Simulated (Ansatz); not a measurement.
We consider SiGe (model structure, Pmma, No. 51, 4 atoms in the cell), described by r²SCAN in Ansatz (PAW).

Run with plane-wave cutoff 560 eV, 10×10×6 k mesh (along the axes of the cell as run), Fermi–Dirac smearing 0.01 eV, scalar-relativistic PAW data made under PBE.

Cell (relaxed at this level):

```cif
data_Ge2Si2
_chemical_formula_sum 'Si2 Ge2'
_space_group_name_H-M_alt 'Pmma'
_space_group_IT_number 51
_space_group_name_Hall '-P 2a 2a'
_cell_length_a 3.92173
_cell_length_b 3.92668
_cell_length_c 5.54797
_cell_angle_alpha 90.000
_cell_angle_beta 90.000
_cell_angle_gamma 90.000
loop_
_atom_site_label
_atom_site_type_symbol
_atom_site_symmetry_multiplicity
_atom_site_Wyckoff_symbol
_atom_site_fract_x
_atom_site_fract_y
_atom_site_fract_z
_atom_site_occupancy
Si1 Si 2 e 0.25000 0.00000 0.12002 1
Ge1 Ge 2 f 0.25000 0.50000 0.36941 1
```

Predict the band gap and bulk modulus B0.


* **band gap**: 0.59 eV (on the SCF k mesh)
* **bulk modulus B0**: 84.6 GPa

Note: the bulk modulus is −V dP/dV from two relaxed cells at ±2 % in volume; the relaxation could raise the start's symmetry but not lower it, so the cell can be a saddle point.

Spin–orbit coupling is not included.

It cost very roughly 2.2 core-minutes of CPU time.

A model structure was made by putting elements into a prototype or built by hand; it is no filed structure, need not be a known phase, and can be a saddle point held by its symmetry.

Ansatz is an electronic-structure program.
